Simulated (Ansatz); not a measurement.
**Ansatz (a first-principles code) run on LiH (Fm-3m, 2 atoms in the cell): self-consistent single point**

Level of theory: PBE (plane waves, PAW; Ansatz).

The input file:

Ansatz 0.2 input:
```yaml
# LiH
crystal:
  lattice:
    - [0.000000, 2.050200, 2.050200]
    - [2.050200, 0.000000, 2.050200]
    - [2.050200, 2.050200, 0.000000]
  atoms:
    - { symbol: Li, position: [0.000000, 0.000000, 0.000000] }
    - { symbol: H, position: [0.500000, 0.500000, 0.500000] }
basis:
  ecutwfc: 420.0
kpoints:
  mp_grid: { grid: [10, 10, 10] }
hamiltonian:
  xc: pbe
  pseudopotentials: { kind: paw }
scf:
  occupations: { method: fermi_dirac, width: 0.05 }
output:
  forces: true
  eigenvalues: true
  stress: true
```

Log, with long lists cut:

```
WARN ansatz: RAYON_NUM_THREADS=1 ignored (pool sized by the plan → 1); use --threads N
Pseudopotentials: kind: paw
Pseudopotential: Li, paw, valence charge 3
Pseudopotential: H, paw, valence charge 1
Crystal: 2 atoms, lattice volume = 17.235 Å³
Basis set: ecut = 420 eV, 331 PW (Γ), exchange–correlation on 40×40×40 points (8 copies of the dense FFT grid, shifted against one another)
Bands: 6, of which v1, the nominal top of the filled ones, is band 2 counted from 1 (1 counted from 0)
Symmetry: 48 space group operations
Space group: Fm-3m (ITA 225), of the structure as read, at distance tolerance 2.6e-5 Å
k-points: 47 of 1000
Initial density: superposition of atomic densities (neutral atoms: chi_scale 0, normalization atom), corrected by the library's trained network
Initial wavefunctions: pseudopotential atomic-orbital guess
Eigensolver: davidson
Functional: x = pbe(κ = 0.804, μ = 0.2195149727645171), c = pbe(β = 0.06672455060314922)
SCF iter   1: F=—  HF=-221.383273 eV  |F-HF|=—  |Δ(HF+E_count)|=         —  Δρ=9.06e-4  dr2=7.14e-5  ethr=1.77e-3  ⟨swp⟩=4.8  Hψ=2244  notcnv=0
all-band conjugate gradients solve this SCF's bands
preconditioner: auto → none
SCF iter   2: F=—  HF=-221.383292 eV  |F-HF|=—  |Δ(HF+E_count)|=   1.91e-5  Δρ=3.80e-4  dr2=1.09e-5  ethr=1.79e-6  ⟨swp⟩=1.8  Hψ=697  notcnv=0
SCF iter   3: F=—  HF=-221.383305 eV  |F-HF|=—  |Δ(HF+E_count)|=   1.34e-5  Δρ=5.71e-5  dr2=3.68e-7  ethr=2.73e-7  ⟨swp⟩=2.0  Hψ=329  notcnv=0
iter 4 did not close the SCF: its close was put off for the readings that it lacked (scf_convergence_deferred on its scf_iter line)
SCF iter   4: F=-221.383306 eV  HF=-221.383306 eV  |F-HF|=3.73e-9  |Δ(HF+E_count)|=   7.71e-7  Δρ=7.51e-6  dr2=6.52e-9  ethr=9.21e-9  ⟨swp⟩=2.0  Hψ=329  notcnv=0
iter 5 did not close the SCF: its close was put off for the readings that it lacked (scf_convergence_deferred on its scf_iter line)
SCF iter   5: F=-221.383306 eV  HF=-221.383306 eV  |F-HF|=6.05e-11  |Δ(HF+E_count)|=   1.85e-9  Δρ=1.07e-6  dr2=9.09e-11  ethr=1.63e-10  ⟨swp⟩=2.0  Hψ=365  notcnv=0
SCF iter   6: F=-221.383306 eV  HF=-221.383306 eV  |F-HF|=4.26e-13  |Δ(HF+E_count)|=  1.00e-10  Δρ=1.10e-7  dr2=2.16e-12  ethr=2.27e-12  ⟨swp⟩=1.0  Hψ=760  notcnv=0
SCF 1 converged in 6 iterations: F = -221.383306 eV  dr2 = 2.16e-12
SCF converged after 6 iterations
Free energy (F): -221.383306 eV
Harris-Foulkes:  -221.383306 eV  (|F-HF|=4.26e-13)
Internal energy: -221.383306 eV  (E = F + TS)
E sigma→0 (E₀):  -221.383306 eV
Fermi energy:    1.920687 eV
--- Per-component energies (eV) ---
  E_band       = -91.448867
  E_kinetic    = 35.451161
  E_local      = -127.102644  (includes V_loc(G=0)·N_el)
  E_nonlocal   = -31.797932
  E_hartree    = 35.591320
  E_xc         = -20.011624
  E_vxc        = -25.824501  (∫ρ·V_xc dr)
  E_paw        = -21.527034  (= ΣΔE_a)
  E_vpaw       = -13.356517  (= ΣTr[D̂ρ^β])
  E_aug_tail   = -0.001079  (compensation charges beyond the density's cutoff)
  E_ewald      = -91.985476
  E_smearing   = -0.000000  (= −TS)
  E_closure    = 0.000000  (closes the sum)
  Σ components = -221.383306   (vs F -221.383306, Δ=0.00e0)
--- Forces (eV/Å), atoms counted from 1 ---
  atom   1  Li    -0.00000000     0.00000000     0.00000000
  atom   2  H      0.00000000    -0.00000000     0.00000000
  max |Σ_I F_I| component: 1.33e-30 eV/Å
--- Stress (GPa, compression-positive) ---
       -2.239638      -0.000000       0.000000
        0.000000      -2.239638      -0.000000
        0.000000      -0.000000      -2.239638
  P = ⅓ Tr σ = -2.2396 GPa (-22.396 kbar)
  The stress holds the Pulay correction. Without it, at fixed plane waves, as pw.x and ABINIT print it: P = -2.3401 GPa
--- Band table (eV; the first three rows and the last of 47) ---
  k-point 0: bands = ["-43.9551", "-4.7994", "15.6198", "17.5871", "17.5871", "17.5871"]
  k-point 1: bands = ["-43.9517", "-4.6265", "14.3214", "16.5781", "17.2254", "17.2254"]
  k-point 2: bands = ["-43.9429", "-4.1204", "11.2967", "15.3294", "16.6361", "16.6361"]
  k-point 46: bands = ["-43.9084", "0.2082", "4.8183", "6.5510", "11.5558", "17.2205"]
```

The run converged in 6 iterations.

The starting cell has typed, rounded lattice constants, without a prior relaxation at this level. Its lattice was rescaled by up to half a per cent. Ansatz's pressure includes its estimate of the finite-basis (Pulay) stress.
